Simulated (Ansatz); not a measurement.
Consider the following.

```
CELL_PARAMETERS angstrom
      0.00000     3.05454     3.05454
      3.05454     0.00000     3.05454
      3.05454     3.05454     0.00000
ATOMIC_POSITIONS crystal
  Se 0.75000 0.75000 0.75000
  Cd 0.00000 0.00000 0.00000
```

No spin polarisation.

Method: PBE in Ansatz (plane waves to 420 eV, PAW, without spin-orbit coupling), earlier PAW set. k-mesh 9×9×9 (Γ-centred); smearing 0.05 eV (Fermi–Dirac).

Predict the gap character, hole mass and band gap.

The gap character is direct at Γ. The hole mass (degenerate bands, along [100]) comes out as 0.060, 0.69, 0.69 mₑ (at Γ) and the band gap is 0.58 eV.

Load acts through the strain it causes; cell and atoms are relaxed under it. Masses are band curvatures over ±0.01 Å⁻¹ around the edge. Whether these cells are dynamically stable was not tested. Tetrahedral semiconductors of this kind turn to denser phases somewhere between about 1 and 50 GPa; those were not computed, so compressed cells here can lie past the real transition. The cell was made from CdSe in the zinc blende structure (space group F-43m, No. 216) by this change: pressure 2.1 GPa.

Ansatz is a program for electronic structure.
